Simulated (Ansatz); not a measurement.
**ScAl3: response to strain**

Base system: ScAl3 in the Cu3Au type structure (space group Pm-3m, No. 221; relaxed with 0.1 eV smearing).

ScAl₃ has the cubic space group Pm-3m (No. 221), the Cu3Au type structure, Pearson symbol cP4. Lattice parameters: a = b = c = 4.087 Å, α = β = γ = 90.00°. Al on 3c has 8 Al at 2.890 Å and 4 Sc at 2.890 Å (cuboctahedral). Sc on 1a is coordinated by 12 Al at 2.890 Å and 6 Sc at 4.087 Å. (Neighbours: up to the widest gap in distance over summed covalent radii, below 1.35, at either atom.)

Strains are applied to the cell and any free atomic positions relax.

Computed with r2SCAN in Ansatz (plane waves to 500 eV, PAW, no SOC), earlier PAW set.

```tsv
isotropic strain (%)	pressure (GPa)
-3.47	12.3
0	0.0
0.62	?
4.29	-9.1
4.86	-9.9
```

Question: Fit P = P₀ − Bδ + Cδ² with δ = (1 + ε)³ − 1 to the rows shown and predict the withheld row.

Answer: Least squares on the printed values gives P₀ = 0.0 GPa, B = 99.2 GPa, C = 227 GPa (largest residual 0.1 GPa); this predicts -1.7 GPa, and the run gives -1.7 GPa, in agreement.

Stability against distortions was not tested. All final runs are without spin polarisation.

Ansatz is a first-principles code.
